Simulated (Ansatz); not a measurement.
Take Hf in the hcp (Mg type) structure (space group P6_3/mmc, No. 194; a = 3.204 Å, c = 5.073 Å; relaxed with 0.1 eV smearing) as the base. Axes: x lies along a and z along c of the hexagonal cell.

Structures relaxed with Ansatz (an electronic-structure program), PBE, PAW, cutoff 420 eV, no spin-orbit coupling.

Base:

Simulated powder pattern, Mo Kα, λ = 0.71073 Å (kinematic, ideal powder, no thermal factors, no anomalous dispersion; the 14 strongest lines at most, above 2 %, up to 2θ = 40°):

| 2θ (°) | I/Imax (%) | hkl |
|---|---|---|
| 14.72 | 23 | (100) |
| 16.11 | 25 | (002) |
| 16.79 | 100 | (101) |
| 21.89 | 17 | (102) |
| 25.63 | 22 | (110) |
| 28.50 | 24 | (103) |
| 29.68 | 3.5 | (200) |
| 30.42 | 26 | (112) |
| 30.80 | 19 | (201) |
| 32.55 | 3.5 | (004) |
| 33.95 | 4.6 | (202) |
| 35.89 | 3.8 | (104) |
| 38.70 | 9.0 | (203) |
| 39.61 | 2.8 | (210) |

Now apply this change: biaxial strain −3.00 %, plane normal [001], relaxed out of plane (Cartesian); in-plane vectors clamped, the third vector and the atoms free.

After the change:

Simulated powder pattern, Mo Kα, λ = 0.71073 Å (kinematic, ideal powder, no thermal factors, no anomalous dispersion; the 14 strongest lines at most, above 2 %, up to 2θ = 40°):

```csv
2θ (°),d (Å),I/Imax (%),hkl
15.17,2.692,22,(100)
15.76,2.593,27,(002)
17.11,2.389,100,(101)
21.94,1.867,17,(102)
26.44,1.554,21,(110)
28.29,1.454,25,(103)
30.62,1.346,3.3,(200)
30.93,1.333,26,(112)
31.66,1.303,18,(201)
31.82,1.296,3.9,(004)
34.62,1.194,4.5,(202)
35.43,1.168,4.2,(104)
39.11,1.062,9.1,(203)
```

The indices refer to the base's conventional cell; one index is shown for lines that coincide.

Stability against distortions was not tested. All final runs are without spin polarisation.
